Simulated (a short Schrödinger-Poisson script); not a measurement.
**Gated Al0.3Ga0.7N/GaN polarisation-induced gas**

Stack: gated Al0.3Ga0.7N/GaN polarisation-induced gas, at 20 K.

| layer | material | thickness (nm) | Na (cm⁻³) |
|---|---|---|---|
| 1 | Al0.3Ga0.7N | 15 | - |
| 2 | GaN | 6000 | 1e15 |

Constants are typed, rounded textbook-type inputs, not results; the design itself was drawn at random and stands for no fabricated device. Al0.3Ga0.7N: permittivity 9.32, conduction-band edge (eV) 0.414, gap (eV) 4.021, electron mass (mₑ) 0.236, Nv at 300 K (cm⁻³) 4.6e19. GaN: permittivity 9.5, conduction-band edge (eV) 0, gap (eV) 3.43, Nv at 300 K (cm⁻³) 4.6e19.

Channel valleys (confinement mass, in-plane density-of-states mass, number): Γ 0.2, 0.2, 1. At the gate the conduction-band edge of layer 1 lies 1.33 eV − eVg above the Fermi level of the channel; the field vanishes at the back. Sheet of polarisation charge: +1.5e13 e/cm² at 15 nm from the gate. The barrier under the gate holds no holes. Gaps are held at their typed values at every temperature. Mesh 0.08 nm at interfaces.

Solved with a short Schrödinger-Poisson script written for these runs: 1D Poisson equation in equilibrium, electrons quantum, Hartree plus LDA exchange-correlation (BenDaniel-Duke, 40 states a valley, the channel's in-plane mass for all, wave functions free to enter the barrier), parabolic valleys, classical holes, full ionisation, no traps, pinning or gate leakage.

```tsv
Vg (V)	electrons (cm⁻²)	in the channel layer	C (μF/cm²)	Γ E0 (meV)	Γ E1 (meV)
0.5	1.22e13	1.11e13	0.525	-136.9	-9.4
0.25	1.14e13	1.04e13	0.523	-128.8	-7.7
0	1.06e13	9.79e12	0.521	-120.6	-6.1
-0.25	9.78e12	9.11e12	0.519	-112.4	-4.6
-0.5	8.97e12	8.42e12	0.517	-104.1	-3.0
-0.75	8.17e12	7.72e12	0.515	-95.7	-1.4
-1	7.37e12	7.00e12	0.513	-87.3	0.6
-1.25	6.57e12	6.28e12	0.510	-78.5	4.0
-1.5	5.77e12	5.56e12	0.508	-69.1	8.9
-1.75	4.98e12	4.82e12	0.505	-59.7	13.7
-2	4.20e12	4.08e12	0.503	-50.2	18.1
-2.25	3.42e12	3.34e12	0.500	-40.9	22.1
-2.5	2.64e12	2.59e12	0.496	-31.6	25.6
-2.75	1.87e12	1.85e12	0.490	-22.4	28.3
-3	1.11e12	1.10e12	0.483	-13.3	29.8
-3.25	3.66e11	3.65e11	0.470	-4.2	29.2
```

Gate voltages with under 1e6 electrons/cm² are left out.

Subbands count from the Fermi level.
